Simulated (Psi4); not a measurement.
Psi4 1.11, R2SCAN/def2-tzvp: Si(F)(Cl)(OH)(NH2) (N[Si](O)(F)Cl), 8 atoms. The geometry is a generated start, not checked to be a minimum at this level.

```json
{
 "task": "gradient",
 "method": "r2scan",
 "basis": "def2-tzvp",
 "memory": "7 GB",
 "scf_type": "df (default)",
 "guess": "auto, which took SAD (default)",
 "diis_max_vecs": "10 (default)",
 "scf_initial_accelerator": "adiis (default)",
 "e_convergence": "1e-08 (default)",
 "d_convergence": "1e-08 (default)",
 "basis functions (reference run)": "185",
 "grid points (reference run)": "1463441"
}
```

```xyz
8

N     -0.0557     0.8932     0.8657
Si    -0.2470    -0.3132    -0.3343
O      1.1709    -0.8675    -0.8567
F     -1.0216    -1.4913     0.4461
Cl    -1.2773     0.1461    -1.9776
H      0.4447     1.7382     0.6412
H     -0.8366     1.1020     1.4644
H      1.8226    -1.2076    -0.2489
```
Charge 0, spin multiplicity 1.

Differences are taken against the run with dft_radial_points = 200, dft_spherical_points = 974, dft_pruning_scheme = none (default); no run here is proven converged. One run each, on a shared machine, so no times are given.

Settings tried, all else as in the reference:
- dft_radial_points = 75 (default), dft_spherical_points = 302 (default)
- dft_radial_points = 75 (default), dft_spherical_points = 302 (default), dft_pruning_scheme = robust
- dft_radial_points = 25, dft_spherical_points = 50
- dft_radial_points = 35, dft_spherical_points = 110
- dft_radial_points = 99, dft_spherical_points = 590
- dft_radial_points = 99, dft_spherical_points = 590, dft_pruning_scheme = treutler
- dft_radial_points = 75 (default), dft_spherical_points = 434
- dft_radial_points = 150, dft_spherical_points = 770
- dft_radial_points = 75 (default), dft_spherical_points = 302 (default), dft_pruning_scheme = treutler
- dft_radial_points = 50, dft_spherical_points = 194
- dft_radial_points = 99, dft_spherical_points = 590, dft_pruning_scheme = robust

Q: Sort the settings: which keep to the reference within 1.0 meV/atom in energy, 10 meV/Å in forces (largest component), and which don't?

A: Within it: dft_radial_points = 150, dft_spherical_points = 770. Outside: dft_radial_points = 75 (default), dft_spherical_points = 302 (default); dft_radial_points = 75 (default), dft_spherical_points = 302 (default), dft_pruning_scheme = robust; dft_radial_points = 75 (default), dft_spherical_points = 434; dft_radial_points = 99, dft_spherical_points = 590; dft_radial_points = 99, dft_spherical_points = 590, dft_pruning_scheme = robust; dft_radial_points = 99, dft_spherical_points = 590, dft_pruning_scheme = treutler; dft_radial_points = 75 (default), dft_spherical_points = 302 (default), dft_pruning_scheme = treutler; dft_radial_points = 35, dft_spherical_points = 110; dft_radial_points = 50, dft_spherical_points = 194; dft_radial_points = 25, dft_spherical_points = 50.

```tsv
setting	grid points	energy against the reference	difference in forces (largest component)
the reference	1463441	—	—
dft_radial_points = 150, dft_spherical_points = 770	872141	−0.0088 meV/atom	2.0 meV/Å
dft_radial_points = 75 (default), dft_spherical_points = 302 (default)	172494	−0.32 meV/atom	23 meV/Å
dft_radial_points = 75 (default), dft_spherical_points = 302 (default), dft_pruning_scheme = robust	118652	−0.32 meV/atom	24 meV/Å
dft_radial_points = 75 (default), dft_spherical_points = 434	247747	−0.36 meV/atom	30 meV/Å
dft_radial_points = 99, dft_spherical_points = 590	443373	+0.32 meV/atom	31 meV/Å
dft_radial_points = 99, dft_spherical_points = 590, dft_pruning_scheme = robust	310257	+0.32 meV/atom	31 meV/Å
dft_radial_points = 99, dft_spherical_points = 590, dft_pruning_scheme = treutler	231729	+0.70 meV/atom	130 meV/Å
dft_radial_points = 75 (default), dft_spherical_points = 302 (default), dft_pruning_scheme = treutler	95420	+0.098 meV/atom	140 meV/Å
dft_radial_points = 35, dft_spherical_points = 110	29893	−16 meV/atom	100 meV/Å
dft_radial_points = 50, dft_spherical_points = 194	75116	−1.6 meV/atom	240 meV/Å
dft_radial_points = 25, dft_spherical_points = 50	9742	−260 meV/atom	1200 meV/Å
```

Total energies are compared; such shifts often cancel in part in energy differences. The gradients leave out the derivatives of the grid weights. The tolerance is a choice made for this comparison.
